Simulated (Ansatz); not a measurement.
The parent structure is CoSi2 (space group Fm-3m, No. 225; a = 5.3147 Å; non-magnetic). Axes: x, y, z lie along the cube axes.

Computed with Kohn–Sham DFT with the r2SCAN functional, run in Ansatz (a quantum-chemistry and plane-wave program) with PAW and 500 eV plane waves, without spin-orbit coupling, earlier PAW set.

For the base:

| Property | Value |
|---|---|
| Shortest interatomic distance | 230.1 pm |

Now apply this change: a free-standing slab of 5 layers (15 atoms, 3 a layer) is cut normal to [111], with 15 Å of vacuum and the in-plane cell held at bulk.

### Question
What does the calculation give for the change of the spacing d12 from its bulk value of 0.767 Å after the change?

### Answer
The change of the spacing d12 from its bulk value of 0.767 Å comes out as -14.9 %.

### Question
Predict the new change of the spacing d23 from its bulk value of 0.767 Å.

### Answer
The change of the spacing d23 from its bulk value of 0.767 Å amounts to +1.1 %.

### Question
What happens to the excess energy per area of both faces?

### Answer
The excess energy per area of both faces (slab less bulk energy over the cell's area: twice a surface energy) is 3.3 J/m² (uncertain by up to 0.2 J/m²).

### Question
What does the calculation give for the shortest interatomic distance after the change?

### Answer
The shortest interatomic distance shrinks by 3.5 pm, from 230.1 pm to 226.6 pm.

Slab and bulk use different k-meshes, which limits the precision of the excess energy. No phonon test of stability was made. Seeded moments were not kept for the base. All final runs are without spin polarisation. An odd electron count without spin: CoSi2.
